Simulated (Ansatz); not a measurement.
The starting structures come from a database of crystals and need not be the phases stable at ambient conditions.

# Evanescent states of Li2O2 (P6_3/mmc, not sure to be the ambient phase, 8 atoms a cell, 7.9 Å³ an atom) along the normal of (001)

Calculation: r2SCAN (plane waves, PAW; Ansatz, a quantum-chemistry and plane-wave program).

The gap is the functional's own. No spin-orbit coupling. Mid-gap values are interpolated on the energy grid.

Energies count from the valence-band top; κ is the least over a 12×12 mesh across the current.

```tsv
E (eV)	κ (1/Å)	where
0.07	0.213	off Γ
0.21	0.329	off Γ
0.35	0.392	off Γ
0.49	0.389	Γ
0.63	0.383	Γ
0.77	(withheld)	Γ
0.91	(withheld)	Γ
1.05	(withheld)	Γ
1.19	(withheld)	Γ
1.33	(withheld)	Γ
1.47	(withheld)	Γ
1.61	(withheld)	Γ
1.75	(withheld)	Γ
1.89	(withheld)	Γ
2.03	(withheld)	Γ
2.17	0.235	Γ
2.31	0.209	Γ
2.45	0.177	Γ
2.59	0.135	Γ
2.73	0.066	Γ
```

Question: What belongs in the gaps?

Answer: 
- 0.77, κ (1/Å): 0.375
- 0.91, κ (1/Å): 0.367
- 1.05, κ (1/Å): 0.357
- 1.19, κ (1/Å): 0.347
- 1.33, κ (1/Å): 0.336
- 1.47, κ (1/Å): 0.324
- 1.61, κ (1/Å): 0.310
- 1.75, κ (1/Å): 0.295
- 1.89, κ (1/Å): 0.277
- 2.03, κ (1/Å): 0.258
